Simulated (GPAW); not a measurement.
A relaxation of the atoms of NbH (I4mm, 2 atoms in the cell) with GPAW.

Method: LDA (Perdew-Wang 92), GPAW PAW datasets LDA (gpaw-data 1.0.1) (plane waves; GPAW).

The change in words: one atom moved by 0.15 angstrom; optimizer: default → BFGS; fmax: default → 0.02 eV/Å. Reference geometry:
```
CELL_PARAMETERS angstrom
     -1.59893     1.59893     1.97438
      1.59893    -1.59893     1.97438
      1.59893     1.59893    -1.97438
ATOMIC_POSITIONS crystal
  Nb 0.00000 0.00000 0.00000
  H  0.50000 0.50000 0.00000
```

Reference input (self-consistent single point, DFT LDA (Perdew-Wang 92), plane waves, GPAW PAW datasets LDA (gpaw-data 1.0.1)): mode = pw; ecut = 800 eV; xc = LDA; kpts = 7 7 7; mesh shift (steps) = 0 0 0; occupations.name = fermi-dirac; occupations.width = 0.1 eV; nbands = -10; convergence.density = 1e-05 e/electron; convergence.energy = 1e-05 eV/electron; symmetry.symmorphic = false; symmetry.tolerance = 0.0005. This run's input differs from it in these lines:

```diff
@@ -1,2 +1,3 @@
 from ase import Atoms
+from ase.optimize import BFGS
 from ase.units import GPa
@@ -8,3 +9,3 @@
                     [1.598930, 1.598930, -1.974378]],
-              positions=[[0.000000, 0.000000, 0.000000],
+              positions=[[-0.000000, 0.000000, 0.150001],
                          [0.000000, 0.000000, 1.974378]],
@@ -24,2 +25,8 @@
 
+opt = BFGS(atoms, logfile='-')
+converged = opt.run(fmax=0.02, steps=40)
+print('Relaxation converged:', converged)
+print('Cell:', atoms.cell.cellpar().round(4))
+print(atoms.get_scaled_positions().round(5))
+
 energy = atoms.get_potential_energy()
```

Output, abridged:

```
     iter     time        total  log10-change:
                         energy   eigst   dens
iter:   1 --:--:--   -16.327345
iter:   2 --:--:--   -16.136473   -1.86  -1.07
iter:   3 --:--:--   -15.276504   -1.39  -1.10
iter:   4 --:--:--   -15.277197   -3.62  -1.86
iter:   5 --:--:--   -15.249474   -2.86  -1.87
iter:   6 --:--:--   -15.248181   -4.87  -2.69
iter:   7 --:--:--   -15.247643   -4.73  -2.87
iter:   8 --:--:--   -15.247642   -6.43  -3.62
iter:   9 --:--:--   -15.247644c  -6.81  -3.72
iter:  10 --:--:--   -15.247643c  -7.25  -4.10
iter:  11 --:--:--   -15.247643c  -9.80c -4.83
iter:  12 --:--:--   -15.247643c  -9.86c -4.87
iter:  13 --:--:--   -15.247644c  -9.60c -5.03c
Converged after 13 iterations.

Dipole moment: (0.000000, -0.000000, -2.222268) |e|*Ang

Energy contributions relative to reference atoms: (reference = -103807.659017)

Kinetic:         +1.076045
Potential:       -5.783068
External:        +0.000000
XC:             -10.445691
Entropy (-ST):   -0.034266
Local:           -0.077797
SIC:             +0.000000
--------------------------
Free energy:    -15.264776
Extrapolated:   -15.247644

Showing only first 2 kpts
 Kpt  Band  Eigenvalues  Occupancy
  0     5     10.43553    1.99840
  0     6     10.43553    1.99840
  0     7     11.81537    0.00253
  0     8     12.07776    0.00018

  1     5      9.80291    2.00000
  1     6     11.04104    1.49056
  1     7     11.20927    0.70469
  1     8     12.14061    0.00010

Fermi level: 11.14840

No gap
   [... lines left out ...]
Atomic positions and initial magnetic moments
Free energy:    -15.312696
Fermi level: 11.16161
No gap
Atomic positions and initial magnetic moments
Free energy:    -15.366587
Fermi level: 11.17643
No gap
Atomic positions and initial magnetic moments
Free energy:    -15.366978
   [... lines left out ...]

BFGS:    3 --:--:--      -15.366978        0.002546
Relaxation converged: True
Cell: [  3.0019   3.0019   3.0019 115.6318 115.6318  97.7487]
[[0.01901 0.01901 0.     ]
 [0.51897 0.51897 0.     ]]
Energy (eV): -15.349765
Stress tensor:
     0.061417     0.000000     0.000000
     0.000000     0.061417     0.000000
     0.000000     0.000000     0.059149
Stress (GPa, Voigt): [9.8401 9.8401 9.4768 0.     0.     0.    ]
```

The run converged. GPAW prints stress with tension positive. 

Summary of the result:
- Free energy E − TS (from the program's reference atoms) = -15.3670 eV
- Fermi level (on the code's own zero) = 11.18 eV
- Pressure = -9.72 GPa
- Largest force (vector length) = 0.003 eV/Å
- Relaxation steps = 3

The starting cell comes from a database of computed structures (which also holds hypothetical and non-ambient phases and stackings), without a prior relaxation at this level. Its lattice was rescaled by up to half a per cent. For this run, on top of that: one atom moved by 0.15 angstrom. Spin polarisation is off. The relaxation keeps the symmetry of its start, so its end need not be a minimum.
